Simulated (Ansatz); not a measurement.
For InP (model structure, P3m1, No. 156, 20 atoms in the cell), LDA in Ansatz (PAW) gives:

| Quantity | Value |
|---|---|
| equilibrium lattice constant a | 4.116 Å |
| lattice parameter c | 33.692 Å |
| cohesive energy | 3.96 eV/atom |
| band gap | 0.60 eV |

### Question
What does r²SCAN (Ansatz, a first-principles code, PAW) give for the same quantities?

### Answer

- lattice constant a: 4.174 Å (increases by 1.4 %)
- lattice parameter c: 34.154 Å (increases by 1.4 %)
- cohesive energy: 3.27 eV/atom (shrinks by 0.69 eV/atom)
- band gap: 1.05 eV (goes up by 0.45 eV)

Changes are worked out from the printed values.

Unless a cell is named, each level is at its own relaxed cell (LDA 24.72, r²SCAN 25.76 Å³/atom).

Levels without +SOC leave out spin–orbit coupling, which shifts energies and cells of such heavy elements.

Levels without +SOC have no spin–orbit coupling; where heavier elements are present it shifts gaps, mostly down, and can invert bands. Density-functional gaps are differences of (generalised) Kohn–Sham levels.

Ansatz's density-functional and Hartree–Fock values are scalar-relativistic unless marked +SOC, with PAW data made under PBE.

A model structure was made by putting elements into a prototype or built by hand; it is no filed structure, need not be a known phase, and can be a saddle point held by its symmetry.
